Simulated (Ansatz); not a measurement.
Abridged Ansatz (an electronic-structure program) output:

```
Relaxation: its limit of steps is 50 (relax.max_steps)
Pseudopotential: Ir, paw, valence charge 17
Crystal: 1 atoms, lattice volume = 14.694 Å³
Basis set: ecut = 420 eV, 283 PW (Γ), exchange–correlation on 40×40×40 points (8 copies of the dense FFT grid, shifted against one another)
Bands: 13, of which v1, the nominal top of the filled ones, is band 9 counted from 1 (8 counted from 0)
Symmetry: 48 space group operations
k-points: 752 of 27000
Functional: x = slater, c = lda
SCF iter   1: F=—  HF=-11663.349697 eV  |F-HF|=—  |Δ(HF+E_count)|=         —  Δρ=5.64e-3  dr2=7.32e-4  ethr=1.77e-3  ⟨swp⟩=5.0  Hψ=49295  notcnv=0
SCF iter   2: F=—  HF=-11663.349807 eV  |F-HF|=—  |Δ(HF+E_count)|=   1.10e-4  Δρ=2.83e-3  dr2=1.74e-4  ethr=4.31e-6  ⟨swp⟩=1.9  Hψ=18228  notcnv=0
SCF 1 converged in 8 iterations: F = -11663.349899 eV  dr2 = 2.89e-12
relax step   1: F+E_penalty+E_count = -11663.34989888 eV  Δ(F+E_penalty+E_count) = +0.000e0 eV  max|allowed force component| = 0.000e0 eV/Å  Δτ_max = 0.0000 Å  (8 SCF iters, accepted)
SCF converged after 8 iterations
Free energy (F): -11663.349899 eV
Internal energy: -11663.316963 eV  (E = F + TS)
E sigma→0 (E₀):  -11663.333431 eV
Entropy (-TS):   -0.032936 eV (-32.936 meV/atom)
Fermi energy:    24.239719 eV
--- Forces (eV/Å), atoms counted from 1 ---
  atom   1  Ir     0.00000000     0.00000000     0.00000000
--- Stress (GPa, compression-positive) ---
      -20.651801       0.000000      -0.000000
        0.000000     -20.651801      -0.000000
       -0.000000      -0.000000     -20.651801
  P = ⅓ Tr σ = -20.6518 GPa (-206.518 kbar)
--- Relaxed structure (1 steps of the walk, 1 accepted, 0 SCFs on fresh bases) ---
  atoms:
    - { symbol: Ir, position: [0.0, 0.0, 0.0] }
```

### Question
What was computed, and what are the main results?

### Answer
Ir, 1 atom in the cell, with LDA (Ansatz; PAW; 420 eV plane waves; scalar-relativistic without spin-orbit coupling). The last SCF converged to F = -11663.349899 eV, or -11663.3499 eV per atom, at a pressure of -20.65 GPa. The total energy compares only with runs of the same code, potentials and settings.

The cells carry an imposed strain or load. Stability against distortions was not tested. The final runs are not spin-polarised. The cell was made from Ir in the fcc (Cu type) structure (space group Fm-3m, No. 225) by this change: isotropic strain +2.00 %.

Keys are those of Ansatz 0.2.
